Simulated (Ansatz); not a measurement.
The parent structure is NaF in the rock salt structure (space group Fm-3m, No. 225).

```yaml
crystal:
  lattice:
    - [0.00000, 2.31465, 2.31465]
    - [2.31465, 0.00000, 2.31465]
    - [2.31465, 2.31465, 0.00000]
  atoms:
    - { symbol: F, position: [0.00000, 0.00000, 0.00000] }
    - { symbol: Na, position: [0.50000, 0.50000, 0.50000] }
```

The values are results of DFT with PBEsol, PAW potentials and a 420 eV plane-wave cutoff in Ansatz (an electronic-structure program), no spin-orbit coupling, not measurements.

One change was made to it. Results:

The electron mass changes from 0.56 mₑ (at Γ) to 0.39 mₑ (at Γ); the volume per atom rises by 9.57 Å³ (12.40 Å³ → 21.97 Å³); the band gap drops by 1.19 eV (6.20 eV → 5.01 eV).

### Question
Which change produced these results?
A. Na → H
B. Na → Li
C. F → I
D. F → Cl

### Answer
D, F → Cl. For comparison, the band gap in the other runs: Na → Li gives 9.05 eV; F → I gives 3.60 eV; Na → H gives 3.12 eV.

With I present, leaving out spin-orbit coupling can change the band edges. Effective masses come from finite differences of ±0.01 Å⁻¹. Stability against distortions was not tested. As relaxed here, HF is a hypothetical phase, not in the database extracts checked.
